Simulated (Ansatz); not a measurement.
Take MgO in the rock salt structure (space group Fm-3m, No. 225; a = 4.214 Å) as the base. Axes: x, y, z lie along the cube axes.

Computed with PBEsol in Ansatz (plane waves to 420 eV, PAW, no spin-orbit coupling).

Base values:

| Property | Value |
|---|---|
| Band gap | 4.62 eV |
| Valence-band top at Γ | 0.00, 0.00, 0.00 eV |

The change: tensor shear ε_xy = +1.43 % (engineering shear γ = 0.0286), atoms relaxed at fixed cell.

**Question.** Predict the new band gap, energy relative to the base, valence-band top at Γ and stress.

**Answer.** The band gap drops by 0.12 eV (4.62 eV → 4.50 eV); the energy goes up by 3.5 meV/atom; the valence-band top at Γ (three highest levels, from the VBM) changes from 0.00, 0.00, 0.00 eV to 0.00, -0.11, -0.21 eV; the stress (xx, yy, zz, yz, xz, xy; compression positive) amounts to (0.10, 0.10, -0.07, 0.00, 0.00, -4.13) GPa.

The cells carry an imposed strain or load. No phonon test of stability was made.

Ansatz is a first-principles code.
